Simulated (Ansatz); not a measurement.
## Response to strain in BP

The parent structure is BP in the zinc blende structure (space group F-43m, No. 216; a = 4.5202 Å). Axes: x, y, z lie along the cube axes.

Strains are applied to the cell and any free atomic positions relax; under biaxial strain the out-of-plane vector relaxes too; under stress the whole cell relaxes.

Level of theory: PBEsol, PAW, 420 eV (Ansatz, a first-principles code; no spin-orbit coupling), earlier PAW set.

Candidates:
(a) uniaxial strain ε_zz = −5.10 %
(b) biaxial strain +1.79 %, plane normal [001], relaxed out of plane
(c) uniaxial strain ε_zz = −1.63 %
(d) uniaxial stress, 2 GPa tension along z

Notes on the quantities. energy relative to the base: free energy F.

Problem. Order them by energy relative to the base, highest first.

Solution. (a) uniaxial strain ε_zz = −5.10 % (+34 meV/atom), (b) biaxial strain +1.79 %, plane normal [001], relaxed out of plane (+8.7 meV/atom), (c) uniaxial strain ε_zz = −1.63 % (+3.3 meV/atom), (d) uniaxial stress, 2 GPa tension along z (+0.5 meV/atom)

Beyond what the load breaks, stability against distortions was not tested.
